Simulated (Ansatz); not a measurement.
Take PbSe in the rock salt structure (space group Fm-3m, No. 225) as the base.

```yaml
crystal:
  lattice:
    - [0.00000, 3.02042, 3.02042]
    - [3.02042, 0.00000, 3.02042]
    - [3.02042, 3.02042, 0.00000]
  atoms:
    - { symbol: Pb, position: [0.00000, 0.00000, 0.00000] }
    - { symbol: Se, position: [0.50000, 0.50000, 0.50000] }
```

Level of theory: LDA in Ansatz (plane waves to 420 eV, PAW, spin-orbit coupling left out).

Base values:

```
Quantity   Result
--------  -------
Pressure  0.0 GPa
```

Now apply this change: the cell is scaled by 0.9750 in all directions; the atoms relax in the strained cell.

Q: Predict the new pressure and energy relative to the base.

A: The pressure goes from zero to 5.2 GPa; the energy increases by 30 meV/atom.

No phonon test of stability was made. All final runs are without spin polarisation. Gaps under 0.05 eV, about the width of the smearing, are given as zero.

Ansatz is an electronic-structure program.
